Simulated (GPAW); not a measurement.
A self-consistent single point of CdSe (P6_3mc, 4 atoms in the cell) with GPAW

Level of theory: PBE, GPAW PAW datasets PBE (gpaw-data 1.0.1) (plane waves; GPAW).

This input was run:

```python
from ase import Atoms
from ase.units import GPa
from gpaw import GPAW

atoms = Atoms(['Cd', 'Cd', 'Se', 'Se'],
              cell=[[4.346090, 0.000000, 0.000000],
                    [-2.173045, 3.763824, 0.000000],
                    [0.000000, 0.000000, 7.089840]],
              scaled_positions=[[0.666667, 0.333333, 0.499950],
                                [0.333333, 0.666667, 0.999950],
                                [0.666667, 0.333333, 0.875910],
                                [0.333333, 0.666667, 0.375910]],
              pbc=True)

calc = GPAW(mode={'name': 'pw', 'ecut': 550},
            xc='PBE',
            kpts={'size': (7, 7, 4), 'gamma': True},
            occupations={'name': 'fermi-dirac', 'width': 0.0},
            nbands=-4,
            convergence={'density': 1e-05, 'energy': 1e-05, 'bands': -2},
            symmetry={'symmorphic': False, 'tolerance': 0.0005},
            maxiter=150)

atoms.calc = calc

energy = atoms.get_potential_energy()
print('Energy (eV):', round(energy, 6))
forces = atoms.get_forces()
print('Forces (eV/Ang):')
print(forces.round(5))
stress = atoms.get_stress()
print('Stress (GPa, Voigt):', (stress / GPa).round(4))
```

Output, abridged:

```
Input parameters:
  convergence: {bands: -2,
                density: 1e-05,
                energy: 1e-05}
  kpts: {gamma: True,
         size: (7, 7, 4)}
  maxiter: 150
  mode: {ecut: 550,
         name: pw}
  nbands: -4
  occupations: {name: fermi-dirac,
                width: 0.0}
  symmetry: {symmorphic: False,
             tolerance: 0.0005}
  xc: PBE

species:
  Cd:
    name: Cadmium
    Z: 48.0
    valence: 12
    core: 36
    charge: 0.0
    file: Cd.PBE.gz

    # Using partial waves for Cd as LCAO basis

  Se:
    name: Selenium
    Z: 34.0
    valence: 6
    core: 28
    charge: 0.0
    file: Se.PBE.gz

    # Using partial waves for Se as LCAO basis

Reference energy: -436553.300934  # eV

Spin-paired calculation

Convergence criteria:
 Maximum [total energy] change in last 3 cyles: 1e-05 eV / valence electron
 Maximum integral of absolute [dens]ity change: 1e-05 electrons / valence electron
 Maximum integral of absolute [eigenst]ate change: 4e-08 eV^2 / valence electron
 Maximum number of scf [iter]ations: 150

Symmetries present (total): 12
Symmetries with fractional translations: 6
196 k-points: 7 x 7 x 4 Monkhorst-Pack grid + [0.000000,0.000000,1/8]
24 k-points in the irreducible part of the Brillouin zone
       k-points in crystal coordinates                weights
   0:     0.00000000    0.00000000    0.00000000          1/196
   1:     0.00000000    0.00000000    0.25000000          2/196
   2:     0.00000000    0.00000000    0.50000000          1/196
   [... 7 lines left out ...]
          ...
  23:     0.42857143    0.42857143    0.50000000          6/196

Wave functions: Plane wave expansion
  Cutoff energy: 550.000 eV
  Number of coefficients (min, max): 3375, 3420
  Pulay-stress correction: 0.000000 eV/Ang^3 (de/decut=0.000000)

Occupation numbers: # Zero width

Eigensolver

Densities:
  Coarse grid: 24*24*40 grid
  Fine grid: 48*48*80 grid
  Total Charge: 0.000000

Density mixing:
  Method: separate
  Backend: pulay
  Linear mixing parameter: 0.05
  old densities: 5
  Damping of long wavelength oscillations: 50

Hamiltonian:
  XC and Coulomb potentials evaluated on a 48*48*80 grid
  External potential:
    NoExternalPotential

XC parameters: PBE with 2 nearest neighbor stencil

Number of atoms: 4
Number of atomic orbitals: 26
Number of bands in calculation: 22
Number of valence electrons: 36
Bands to converge: 20

Density initialized from atomic densities
  22 bands from LCAO basis set

Atomic positions and initial magnetic moments

Positions:
   0 Cd     2.173047    1.254607    3.544566    ( 0.0000,  0.0000,  0.0000)
   1 Cd    -0.000002    2.509217    7.089486    ( 0.0000,  0.0000,  0.0000)
   2 Se     2.173047    1.254607    6.210062    ( 0.0000,  0.0000,  0.0000)
   3 Se    -0.000002    2.509217    2.665142    ( 0.0000,  0.0000,  0.0000)

Unit cell:
           periodic     x           y           z      points  spacing
  1. axis:    yes    4.346090    0.000000    0.000000    24     0.1568
  2. axis:    yes   -2.173045    3.763824    0.000000    24     0.1568
  3. axis:    yes    0.000000    0.000000    7.089840    40     0.1772

  Lengths:   4.346090   4.346090   7.089840
  Angles:   90.000000  90.000000 120.000002

Effective grid spacing dv^(1/3) = 0.1714

     iter     time        total  log10-change:
                         energy   eigst   dens
iter:   1 --:--:--   -12.075517   -0.07
iter:   2 --:--:--   -11.924462   -1.25  -1.16
iter:   3 --:--:--   -11.383870   -1.13  -1.20
iter:   4 --:--:--   -11.386898   -2.30  -1.60
iter:   5 --:--:--   -11.419736   -2.13  -1.66
iter:   6 --:--:--   -11.375432   -2.74  -2.17
iter:   7 --:--:--   -11.374977   -4.10  -2.70
iter:   8 --:--:--   -11.372031   -3.27  -2.76
iter:   9 --:--:--   -11.372158   -4.65  -3.27
iter:  10 --:--:--   -11.371956c  -4.11  -3.24
iter:  11 --:--:--   -11.371858c  -5.69  -3.40
iter:  12 --:--:--   -11.371857c  -5.18  -3.93
iter:  13 --:--:--   -11.371846c  -6.78  -3.94
iter:  14 --:--:--   -11.371843c  -6.17  -4.07
iter:  15 --:--:--   -11.371842c  -8.01c -4.18
iter:  16 --:--:--   -11.371843c  -7.36  -4.13
iter:  17 --:--:--   -11.371847c  -6.24  -4.33
iter:  18 --:--:--   -11.371844c  -6.10  -4.29
iter:  19 --:--:--   -11.371843c  -6.79  -4.55
iter:  20 --:--:--   -11.371843c  -7.91c -4.65
iter:  21 --:--:--   -11.371843c  -7.79c -4.88
iter:  22 --:--:--   -11.371843c  -8.65c -5.34c

Converged after 22 iterations.

Dipole moment: (-0.000000, 0.000000, 3.764399) |e|*Ang

Energy contributions relative to reference atoms: (reference = -436553.300934)

Kinetic:        +36.449570
Potential:      -33.226366
External:        +0.000000
XC:             -14.692628
Entropy (-ST):   +0.000000
Local:           +0.097581
SIC:             +0.000000
--------------------------
Free energy:    -11.371843
Extrapolated:   -11.371843

Showing only first 2 kpts
 Kpt  Band  Eigenvalues  Occupancy
  0    16      3.31937    2.00000
  0    17      3.31939    2.00000
  0    18      3.91450    0.00000
  0    19      5.48132    0.00000

  1    16      3.20399    2.00000
  1    17      3.20401    2.00000
  1    18      4.95914    0.00000
  1    19      5.56868    0.00000

Fermi level: 3.61694

Gap: 0.595 eV
Transition (v -> c):
  (s=0, k=0, n=17, [0.00, 0.00, 0.00]) -> (s=0, k=0, n=18, [0.00, 0.00, 0.00])
No difference between direct/indirect transitions
Energy (eV): -11.371843

Forces in eV/Ang:
  0 Cd    0.00000   -0.00000    0.00539
  1 Cd    0.00000    0.00000    0.00539
  2 Se    0.00000    0.00000   -0.00546
  3 Se    0.00000   -0.00000   -0.00546

Stress tensor:
    -0.005991     0.000000     0.000000
     0.000000    -0.005991     0.000000
     0.000000     0.000000    -0.006061
Stress (GPa, Voigt): [-0.9599 -0.9599 -0.9711  0.      0.      0.    ]
```

The run converged in 22 iterations. GPAW prints stress with tension positive.

The starting cell comes from a database of computed structures (which also holds hypothetical and non-ambient phases and stackings), without a prior relaxation at this level.

Cost on one core of a shared machine: roughly 60 s.
